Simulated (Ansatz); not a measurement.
## MoP: x(Sb) = 0.75, 8 atoms, P-6m2

Base system: MoP (space group P-6m2, No. 187; a = 3.206 Å, c = 3.174 Å).

The other end (x = 1) is MoSb (space group P-6m2, No. 187; a hypothetical phase, not in the database extracts checked): 19.26 Å³/atom, gap zero; this end may not be an ambient phase.

The change: Sb replaces 75.0 % of the P, ordered in a cell of 8 atoms (starting symmetry P-6m2) and fully relaxed.

Method: Ansatz (a first-principles code), PBEsol, PAW, cutoff 420 eV, spin-orbit coupling left out. k-mesh 16×16×4 (Γ-centred); smearing 0.05 eV (Fermi–Dirac), for the changed cell.

| quantity | base | changed | shift |
|---|---|---|---|
| density | 7.46 g/cm³ | 9.18 g/cm³ | +1.72 g/cm³ |
| shortest interatomic distance | 4.608 bohr | 4.625 bohr | +0.017 bohr |
| band gap | zero | zero | – |
| mixing energy (to 0.01 eV only: unlike meshes or grids) (against an end that may be hypothetical) | – | +0.02 eV/atom | – |
| deviation of the volume from the linear (Vegard-type) interpolation | – | -1.9 % | – |
| mean first-shell distances | – | P–Mo 2.447 Å (end compound 2.438 Å), Sb–Mo 2.730 Å (end compound 2.710 Å) | – |

Cost of the whole job for the changed cell (relaxation, final SCF and bands): around 8 core-minutes (rough).

These are small ordered cells, not random alloys; other orderings at the same x differ. Whether these cells are dynamically stable was not tested. The final runs are not spin-polarised. An odd electron count without spin: MoP and MoSb. Mo4Sb3P has a high density of states at the Fermi level and may be magnetic at this level.
